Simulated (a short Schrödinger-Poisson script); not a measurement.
Stack: single Ge/Si0.15Ge0.85 quantum well.

| layer | material | thickness (nm) |
|---|---|---|
| 1 | Si0.15Ge0.85 | 20 |
| 2 | Ge | 3 |
| 3 | Si0.15Ge0.85 | 20 |

Constants are typed, rounded textbook-type inputs, not results; the design itself was drawn at random and stands for no fabricated device. Ge: direct gap (eV) 0.88, conduction-band edge (eV) 0, electron mass (mₑ) 0.041, heavy-hole mass 0.21, light-hole mass 0.046. Si0.15Ge0.85: direct gap (eV) 1.36, conduction-band edge (eV) 0.4, electron mass (mₑ) 0.053, heavy-hole mass 0.24, light-hole mass 0.06.

The valence-band edge of each layer lies one gap below its conduction-band edge. The electron's potential energy rises along the stack by the applied field. Mesh 0.03 nm at interfaces.

Task: Estimate e1 and hh1 for infinitely high walls at zero field, and compare with the finite well.

Result: ħ²π²/(2mL²) gives 1019.1 meV for the electron and 199.0 meV for the heavy hole. The finite well gives 206.1 and 42.3 meV, 0.20 and 0.21 of the estimates, as the states reach into the barriers (30 % of e1 lies outside the well).

From a short Schrödinger-Poisson script (our own, NumPy): one-band effective-mass equation with BenDaniel-Duke matching, electrons, heavy and light holes apart, hard walls at the outer ends, one valence edge for both holes (no strain splitting), no charge, excitons, band mixing or non-parabolicity; under a field the levels are quasi-bound states of a box, listed while three quarters of their weight lies within 4 nm of the wells.
